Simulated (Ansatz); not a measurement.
System: ZnS (R3m, No. 160, 36 atoms in the cell; start mp-1196782; a measured phase of this formula has another space group). Method: r²SCAN+rVV10 in Ansatz (PAW).

Run with plane-wave cutoff 560 eV, 8×8×8 k mesh, Fermi–Dirac smearing 0.01 eV, scalar-relativistic PAW data made under PBE.

Cell (relaxed at this level):

```
CELL_PARAMETERS angstrom
      1.89770     1.09564    55.81593
     -1.89770     1.09564    55.81593
      0.00000    -2.19127    55.81593
ATOMIC_POSITIONS crystal
  Zn 0.99997 0.99997 0.99997
  Zn 0.94444 0.94444 0.94444
  Zn 0.88890 0.88890 0.88890
  Zn 0.83336 0.83336 0.83336
  Zn 0.77780 0.77780 0.77780
  Zn 0.72223 0.72223 0.72223
  Zn 0.64813 0.64813 0.64813
  Zn 0.59259 0.59259 0.59259
  Zn 0.53705 0.53705 0.53705
  Zn 0.48151 0.48151 0.48151
  Zn 0.40741 0.40741 0.40741
  Zn 0.35185 0.35185 0.35185
  Zn 0.29628 0.29628 0.29628
  Zn 0.24074 0.24074 0.24074
  Zn 0.18521 0.18521 0.18521
  Zn 0.12967 0.12967 0.12967
  Zn 0.09258 0.09258 0.09258
  Zn 0.03705 0.03705 0.03705
  S  0.98609 0.98609 0.98609
  S  0.93055 0.93055 0.93055
  S  0.87502 0.87502 0.87502
  S  0.81948 0.81948 0.81948
  S  0.76389 0.76389 0.76389
  S  0.70835 0.70835 0.70835
  S  0.63425 0.63425 0.63425
  S  0.57871 0.57871 0.57871
  S  0.52317 0.52317 0.52317
  S  0.46763 0.46763 0.46763
  S  0.39353 0.39353 0.39353
  S  0.33794 0.33794 0.33794
  S  0.28240 0.28240 0.28240
  S  0.22686 0.22686 0.22686
  S  0.17132 0.17132 0.17132
  S  0.11579 0.11579 0.11579
  S  0.07871 0.07871 0.07871
  S  0.02317 0.02317 0.02317
```

What does this level give for the band gap?


* **band gap**: 2.71 eV (direct)

Computed values are for the static lattice.

Cost on a shared machine: around 60 core-minutes (rough).

A start named mp-… is a Materials Project structure, which need not be a measured phase.

Ansatz is a program for electronic structure.
